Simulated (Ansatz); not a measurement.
**Sr: pressure 0.7 GPa**

Consider Sr in the fcc (Cu type) structure (space group Fm-3m, No. 225; a = 6.100 Å).

It is then changed as follows: a hydrostatic pressure of 0.7 GPa.

Computed with r2SCAN in Ansatz (plane waves to 500 eV, PAW, spin-orbit coupling left out), earlier PAW set. Settings: 13×13×13 k-points, 0.05 eV Fermi–Dirac smearing.

```json
[
 {"quantity": "volume per atom", "base": "56.75 Å³", "changed": "53.69 Å³", "shift": "-3.06 Å³"},
 {"quantity": "density", "base": "2.56 g/cm³", "changed": "2.71 g/cm³", "shift": "+0.15 g/cm³"},
 {"quantity": "lattice parameter a", "base": "6.100 Å", "changed": "5.989 Å", "shift": "-0.1115 Å"},
 {"quantity": "shortest interatomic distance", "base": "4.313 Å", "changed": "4.235 Å", "shift": "-0.0789 Å"},
 {"quantity": "enthalpy H = E + PV relative to the base's energy", "base": "–", "changed": "+0.24 eV/atom", "shift": "–"},
 {"quantity": "band gap", "base": "zero", "changed": "zero", "shift": "–"}
]
```

Final structure:

```
Sr
1.0
    0.00000     2.99431     2.99431
    2.99431     0.00000     2.99431
    2.99431     2.99431     0.00000
Sr
1
Cartesian
  0.00000   0.00000   0.00000
```

Load acts through the strain it causes; cell and atoms are relaxed under it. No phonon test of stability was made.

Ansatz is an electronic-structure program.
